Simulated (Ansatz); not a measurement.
**NbP (I4₁md, No. 109, 4 atoms in the cell; start mp-9339): lattice parameter c by level of theory**

No measured value is used here.

```csv
level (code),value (Å)
LDA (Ansatz),11.230
PBE (Ansatz),11.428
PBEsol (Ansatz),11.289
PBE-D3(BJ) (Ansatz),11.252
PBE-D4 (Ansatz),11.322
r²SCAN+rVV10 (Ansatz),11.412
```

LDA, PBE, PBEsol, PBE-D3(BJ), PBE-D4, r²SCAN+rVV10: the relaxation could not lower the start's symmetry, so the cell can be a saddle point above a distorted one. r²SCAN+rVV10: the run has no spin polarisation, so it can have missed a magnetic state. Cutoffs and k meshes differ between the levels. Ansatz's density-functional and Hartree–Fock values are scalar-relativistic unless marked +SOC, with PAW data made under PBE.

A start named mp-… is a Materials Project structure, which need not be a measured phase.

Ansatz is a first-principles code.
